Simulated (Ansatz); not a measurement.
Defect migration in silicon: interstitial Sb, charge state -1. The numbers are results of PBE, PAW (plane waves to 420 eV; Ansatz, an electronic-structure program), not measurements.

216-site cell at the relaxed PBE lattice, one k-point at (0.250, 0.250, 0.250), smearing 0.01 eV, spin-restricted, no finite-size correction. Static, classical nuclei. Spin-orbit coupling is left out. The charge state is imposed; whether it is stable for some Fermi level was not computed. Sites that were not tried may lie lower. The order of the sites in energy changes with the mesh.

Barriers: single points on a 2×2×2 k-point mesh shifted by half a step at the bands' geometries (they differ from the bands' own by up to 0.13 eV, and are uncertain by about as much).

The step: a concerted move, in which Sb travels most. Atoms about the jump, Cartesian Å from the middle of the jump, before and after:

```csv
atom,x0,y0,z0,x1,y1,z1
Sb1,-0.51,0.09,-0.45,0.51,-0.09,0.45
Si2,-2.36,-1.83,-0.68,-1.70,-1.07,-0.23
Si3,0.25,0.81,1.79,0.65,1.24,2.64
Si4,1.48,2.03,0.10,1.51,2.11,-0.33
Si5,-0.06,-2.38,-1.44,-0.11,-2.33,-1.46
Si6,2.67,0.52,-1.32,2.80,0.53,-1.50
Si7,1.33,-0.89,-2.73,1.31,-0.87,-2.72
```

**Question.** Give the saddle-point geometry and the barrier.

**Answer.** 
```tsv
atom	x	y	z
Sb1	0.05	-0.18	-0.07
Si2	-2.06	-1.46	-0.47
Si3	0.44	1.11	2.04
Si4	1.50	2.10	0.07
Si5	-0.10	-2.46	-1.52
Si6	2.69	0.53	-1.34
Si7	1.31	-0.89	-2.71
```
It lies 0.13 eV above the start and 0.13 eV above the end. The saddle point's order was not checked, and it lies on a symmetry element of the cell, where a band can be held.
